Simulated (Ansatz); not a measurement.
In₂Se₃ (P6₁, No. 169, 30 atoms in the cell; start mp-612740), treated with LDA in Ansatz (PAW).

Settings: plane-wave cutoff 520 eV, 6×6×2 k mesh (along the axes of the cell as run), Fermi–Dirac smearing 0.01 eV, scalar-relativistic PAW data made under PBE.

Cell (relaxed with PBEsol):

```
In2Se3
1.0
    7.14924     0.00000     0.00000
   -3.57462     6.19142     0.00000
    0.00000     0.00000    19.40759
In Se
12 18
Cartesian
 -1.15049   6.08755  -0.00227
  1.30202   2.04742   3.23233
 -1.12211   2.15129   6.46693
  4.72511   0.10387   9.70153
  2.27260   4.14400  12.93612
  4.69673   4.04013  16.17072
 -2.45086   4.32827   9.16425
  2.17542   0.04163  12.39884
  1.05166   1.90478  15.63344
  6.02547   1.86315  18.86804
  1.39920   6.14979   2.69505
  2.52296   4.28664   5.92965
  4.82108   0.26912  12.33425
  2.17748   4.30973  15.56885
  4.50564   4.04061  18.80345
 -1.24646   5.92230   2.63045
  1.39714   1.88169   5.86505
 -0.93102   2.15081   9.09965
  2.12154   4.09801   8.78901
  4.66103   3.88632  12.02361
 -1.03514   5.97973  15.25821
  1.45307   2.09341  18.49281
 -1.08641   2.30510   2.31981
  4.60976   0.21169   5.55441
  5.64159   1.63689  16.05855
  1.40321   5.70420  19.29315
  2.91086   4.06731   3.12016
 -2.06697   4.55453   6.35475
  2.17141   0.48722   9.58935
  0.66376   2.12411  12.82395
```

Question: Give the computed band gap.

Answer: 
- band gap: 0.87 eV

Note: cell and atoms aren't relaxed at this level (largest force component 0.12 eV/Å, pressure -1.7 GPa).

Spin–orbit coupling is not included.

The computed numbers hold no vibrational or temperature effects.

Computing time: around 27 core-minutes (rough).

A start named mp-… is a Materials Project structure, which need not be a measured phase.

Ansatz is a quantum-chemistry and plane-wave program.
